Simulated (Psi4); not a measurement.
Psi4 1.11, unrestricted BP86/def2-svp: cyclohexanone anion (O=C1CCCCC1), charge -1, multiplicity 2, 17 atoms. The geometry is a generated start, not checked to be a minimum at this level.

- task = energy
- method = bp86
- basis = def2-svp
- memory = 3 GB
- maxiter = 100
- keys of the molecule block = symmetry c1
- scf_type = df (default)
- guess = auto, which took SAD (default)
- scf_initial_accelerator = adiis (default)
- e_convergence = 1e-06 (default)
- d_convergence = 1e-06 (default)
- dft_radial_points = 75 (default)
- dft_spherical_points = 302 (default)
- basis functions = 148
- grid points = 355826

```xyz
17

O      2.6708     0.4406    -0.0453
C      1.5035     0.2711     0.2063
C      0.5051     1.4030     0.2761
C     -0.7539     1.0932    -0.5395
C     -1.3565    -0.2388    -0.1120
C     -0.3386    -1.3563    -0.3104
C      0.9214    -1.0890     0.5140
H      0.2310     1.5365     1.3259
H      0.9783     2.3210    -0.0746
H     -1.4774     1.8997    -0.4051
H     -0.4928     1.0507    -1.5991
H     -2.2538    -0.4473    -0.6973
H     -1.6475    -0.1895     0.9399
H     -0.7677    -2.3173    -0.0188
H     -0.0698    -1.4175    -1.3671
H      1.6780    -1.8533     0.3288
H      0.6698    -1.1068     1.5782
```

Charge -1 and multiplicity 2 are set for this test and not shown to be the ground state.

One run each on 2 threads. Values of diis_max_vecs tried: 3, 6, 10 (default), 20.

### Question
How does the count of SCF iterations change with diis_max_vecs, and where is it least?

### Answer
Fewest SCF iterations, within one of each other: 10 (default) with 11, 20 with 11. The count rises to 52 at 3. All converge to one solution.

| diis_max_vecs | SCF iterations | end |
|---|---|---|
| 3 | 52 | same solution |
| 6 | 13 | same solution |
| 10 (default) | 11 | same solution |
| 20 | 11 | same solution |
